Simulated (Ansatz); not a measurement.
The starting structures come from a database of crystals and need not be the phases stable at ambient conditions.

Tunnelling through a barrier is set by its complex band structure: the current falls as exp(−2κd) with the smallest κ.

Consider the following.

```yaml
crystal:
  lattice:
    - [2.50613, 0.00000, 0.00000]
    - [-1.25306, 2.17037, 0.00000]
    - [1.25306, 0.72346, 3.29511]
  atoms:
    - { symbol: B, position: [0.00061, 0.00030, 0.99909] }
    - { symbol: N, position: [0.33453, 0.66726, 0.99821] }
```

The cell was relaxed by PBE-D3(BJ); by r2SCAN it stands under a pressure of -1.3 GPa.

Transport runs along the normal of the first two printed cell vectors, the (001) plane of the conventional cell.

The gap is the functional's own, uncorrected, and κ follows it; spin-orbit coupling is left out. Mid-gap means the computed energy nearest the middle.

Question: Predict the band gap and the smallest decay constant κ at mid-gap from r2SCAN run with Ansatz (a quantum-chemistry and plane-wave program).

Answer: Gap 4.68 eV on a 16×16×16 mesh; κ = 0.413 1/Å, at the zone centre.
